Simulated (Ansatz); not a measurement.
Consider N-vacancy pair (N on one host O site, one O site vacant) in monoclinic ZrO2, charge state +1. Level of theory: PBE, PAW (plane waves to 420 eV; Ansatz, a quantum-chemistry and plane-wave program).

Cell of 96 host sites held at the relaxed PBE lattice; the Γ point alone; Fermi-Dirac width 0.01 eV, spin-restricted; finite-size errors left in. Energies are static. The charge state is imposed; whether it is stable for some Fermi level was not computed. Forms of the defect that were not tried may lie lower.

Barriers: single points on a 2×2×2 k-point mesh shifted by half a step at the bands' geometries.

A. the N atom itself jumps into the vacancy (N-vacancy distance between ideal sites 2.60 Å throughout); the atom moves 2.25 Å along (-0.14, -0.31, 0.24) of the unit cell; the moving atom starts with neighbours Zr at 2.03, 2 Zr at 2.07 Å and ends with Zr at 2.03, 2 Zr at 2.07 Å; the start lies 0.57 eV above the lowest site run; saddle order not checked, on a symmetry element.
B. one O atom jumps into the vacancy from a nearby O site (N-vacancy distance between ideal sites 2.60 → 4.05 Å); the atom moves 1.92 Å along (0.36, 0.08, 0.14) of the unit cell; the moving atom starts with neighbours O at 2.61, 2 O at 2.68; 2 Zr at 2.13, 2 Zr at 2.42 Å and ends with Zr at 2.03, Zr at 2.08, Zr at 2.29 Å; the start lies 0.57 eV above the lowest site run; saddle order not checked.
C. the N atom itself jumps into the vacancy (N-vacancy distance between ideal sites 2.57 Å throughout); the atom moves 1.93 Å along (0.36, 0.09, 0.13) of the unit cell; the moving atom starts with neighbours Zr at 2.02, Zr at 2.04, Zr at 2.18 Å and ends with O at 2.67; Zr at 2.08, Zr at 2.13, Zr at 2.30, Zr at 2.32 Å; the start lies 1.09 eV above the lowest site run; saddle order not checked.

A band can be held on a symmetry element, so unchecked saddle points there may be too high.

### Question
Put the candidates in order of forward barrier, lowest first, for PBE, PAW.

### Answer
C (0.18 eV), B (0.74 eV), A (1.43 eV)
